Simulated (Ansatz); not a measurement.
The starting structures come from a database of crystals and need not be the phases stable at ambient conditions.

Tunnelling through a barrier is set by its complex band structure: the current falls as exp(−2κd) with the smallest κ.

Given:

```yaml
crystal:
  lattice:
    - [6.10021, 0.00000, 0.00000]
    - [0.00000, 7.28501, 0.00000]
    - [0.00000, 0.00000, 6.39640]
  atoms:
    - { symbol: Zn, position: [0.65633, 0.50000, 0.65029] }
    - { symbol: Zn, position: [0.15633, 0.00000, 0.34971] }
    - { symbol: Si, position: [0.65485, 0.00000, 0.67048] }
    - { symbol: Si, position: [0.15485, 0.50000, 0.32952] }
    - { symbol: Cu, position: [0.66629, 0.75276, 0.17202] }
    - { symbol: Cu, position: [0.16629, 0.74724, 0.82798] }
    - { symbol: Cu, position: [0.66629, 0.24724, 0.17202] }
    - { symbol: Cu, position: [0.16629, 0.25276, 0.82798] }
    - { symbol: S, position: [0.53870, 0.00000, 0.35582] }
    - { symbol: S, position: [0.03870, 0.50000, 0.64418] }
    - { symbol: S, position: [0.53693, 0.76240, 0.83412] }
    - { symbol: S, position: [0.03693, 0.73760, 0.16588] }
    - { symbol: S, position: [0.53693, 0.23760, 0.83412] }
    - { symbol: S, position: [0.03693, 0.26240, 0.16588] }
    - { symbol: S, position: [0.50577, 0.50000, 0.31911] }
    - { symbol: S, position: [0.00577, 0.00000, 0.68089] }
```

Space group of this cell: Pmn2_1. The cell is taken as given; by PBEsol its mean pressure is -0.8 GPa.

Transport runs along the normal of the first two printed cell vectors.

No gap correction and no spin-orbit coupling; mid-gap values are interpolated between computed energies.

Q: Give the band gap and the smallest decay constant κ at mid-gap that PBEsol (Ansatz, a quantum-chemistry and plane-wave program) yields.

A: Gap 1.37 eV on a 6×4×6 mesh; κ = 0.158 1/Å, at the zone centre.
